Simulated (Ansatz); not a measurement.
BN under a change: N interstitial (started 2.18 Å from the nearest host atom), symmetric start

The parent structure is a 16-atom supercell of BN in the h-BN type structure (space group P6_3/mmc, No. 194; a = 2.5006 Å, c = 6.5258 Å; layered, stacked along the Cartesian z axis) at its relaxed geometry.

Now apply this change: a neutral N interstitial (started 2.18 Å from the nearest host atom), symmetric start, atoms relaxed at fixed cell.

Level of theory: r2SCAN+rVV10, PAW, 500 eV (Ansatz, a program for electronic structure; spin-orbit coupling left out). Γ-centred 6×6×6 mesh, Fermi–Dirac width 0.01 eV.

- Pressure = 7.0 GPa (base 0.0 GPa)
- Largest displacement of a host atom from its site in the perfect cell = 0.30 Å

Final structure:

```xyz
17
Lattice="5.0012 0.0000 0.0000 -2.5006 4.3311 0.0000 -1.2503 -2.1656 6.5258" Properties=species:S:1:pos:R:3 pbc="T T T"
B     -0.0015     1.4455     1.8741
B     -1.2504     3.6093     1.8690
B      2.4994     1.4444     1.9152
B      1.2480     3.6097     1.8741
B      1.2518     0.7201     4.6518
B      2.5007    -1.4438     4.6569
B     -1.2491     0.7212     4.6106
B      0.0023    -1.4442     4.6518
N     -0.0050     1.4404     4.5902
N      1.2516    -0.7226     4.7303
N     -2.4925     1.4390     4.6021
N     -1.2499    -0.7159     4.5902
N      1.2552     0.7252     1.9356
N     -0.0013     2.8882     1.7956
N      3.7428     0.7265     1.9237
N      2.5002     2.8815     1.9356
N      0.0000     0.0000     0.0000
```

Cost of the whole job for the changed cell (relaxation, final SCF and bands): around 14 core-minutes (rough).

Other magnetic orders, which the real material may have, were not ruled out. In so small a cell the defect repeats every few ångströms: this is an ordered compound, not a dilute defect. The defect started on the symmetric site and kept its symmetry, so it may sit on a saddle. The defect cell is spin-polarised and ends with 3.0 μB.
